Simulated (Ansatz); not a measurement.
Functionals compared on the (22-41) surface of hcp Zr in its 1x1 cell, outermost plane spacing 0.40 Å in the ideal cut, in Ansatz (plane waves, PAW). The structure was relaxed with PBE; the other rows are single points on it. Cutoff 420 eV (500 eV for r2SCAN).

Set-up: 27 atoms, 10.4 Å thick at the start (thin: gaps and levels are the slab's own); mesh 7x4x1; 0.1 eV smearing; dipole correction on; all atoms relaxed; symmetry of the start imposed; no spin, no spin-orbit, no U. These notes are the PBE run's.

```
functional  work function of the top face (eV)         rough cost of the single point
----------  ----------------------------------  -------------------------------------
PBE                                       3.27                                      –
LDA                                       3.52  about 9 core-minutes (a rough figure)
PBEsol                              (withheld)                roughly 10 core-minutes
RPBE                                      3.14                roughly 11 core-minutes
r2SCAN                                    3.23         around 23 core-minutes (rough)
```

Question: Complete the blanks.

Answer: 
- PBEsol, work function of the top face (eV): 3.34

Ansatz is a quantum-chemistry and plane-wave program.
